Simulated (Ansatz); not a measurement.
Consider Li in the bcc (W type) structure (space group Im-3m, No. 229; a = 3.4343 Å; relaxed with 0.1 eV smearing).

Method: plane-wave PAW DFT at the PBEsol level (Ansatz, a program for electronic structure, 420 eV), spin-orbit coupling left out.

For the base:

```
Property    Value
--------  -------
Pressure  0.0 GPa
```

Perturbation: the cell is scaled by 1.0100 in all directions; the atoms relax in the strained cell.

Predict the new pressure and energy relative to the base.

The pressure goes from zero to -0.4 GPa; the energy grows by 0.7 meV/atom.

Whether these cells are dynamically stable was not tested.
